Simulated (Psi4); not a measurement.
Psi4 1.11, PBE0/def2-tzvp: Ag(F) ([F][Ag]), 2 atoms. The geometry is a generated start, not checked to be a minimum at this level.

```
Item                                                 Result
--------------------------  -------------------------------
task                                                 energy
method                                                 pbe0
basis                                             def2-tzvp
memory                                                 3 GB
maxiter                                                 100
keys of the molecule block                      symmetry c1
scf_type                                       df (default)
e_convergence                               1e-06 (default)
d_convergence                               1e-06 (default)
dft_radial_points                              75 (default)
dft_spherical_points                          302 (default)
effective core potentials   those of the basis set, past Kr
basis functions                                          71
grid points                                           43157
```

```xyz
2

Ag    -0.5012    -0.4602    -0.7136
F      0.5012     0.4602     0.7136
```

Charge 0 and multiplicity 1 are set for this test and not shown to be the ground state.

With the defaults (diis = true, scf_initial_accelerator = adiis, damping_percentage = 0, soscf = false, soscf_start_convergence = 0.01, guess = auto, which took SAD, level_shift = 0, level_shift_cutoff = 0.01, diis_max_vecs = 10) it converges in 9 SCF iterations. One run each on 2 threads, with these changes:
- guess = huckel
- soscf = true, soscf_start_convergence = 0.001
- level_shift = 0.1, level_shift_cutoff = 0.001
- diis_max_vecs = 6
- scf_initial_accelerator = none
- guess = sap
- soscf = true
- diis = false, scf_initial_accelerator = none, damping_percentage = 60
- level_shift = 0.5, level_shift_cutoff = 0.001

Problem. Name the settings that don't reach the solution of the defaults.

Solution. No convergence: diis = false, scf_initial_accelerator = none, damping_percentage = 60 (the run ends without SCF convergence in 100 iterations). The rest reach the solution of the defaults.

| setting | SCF iterations | JK calls | end |
|---|---|---|---|
| soscf = true | 7 | 23 | same solution |
| soscf = true, soscf_start_convergence = 0.001 | 8 | 19 | same solution |
| the defaults | 9 | 10 | same solution |
| scf_initial_accelerator = none | 9 | 10 | same solution |
| level_shift = 0.5, level_shift_cutoff = 0.001 | 9 | 10 | same solution |
| guess = huckel | 10 | 25 | same solution |
| level_shift = 0.1, level_shift_cutoff = 0.001 | 10 | 11 | same solution |
| diis_max_vecs = 6 | 10 | 11 | same solution |
| guess = sap | 14 | 14 | same solution |
| diis = false, scf_initial_accelerator = none, damping_percentage = 60 | 100 | 101 | no convergence |

An SOSCF iteration holds several JK calls; a Hückel guess adds calls on atoms. 1 further run of the study ended by our limits or in an error and is left out.
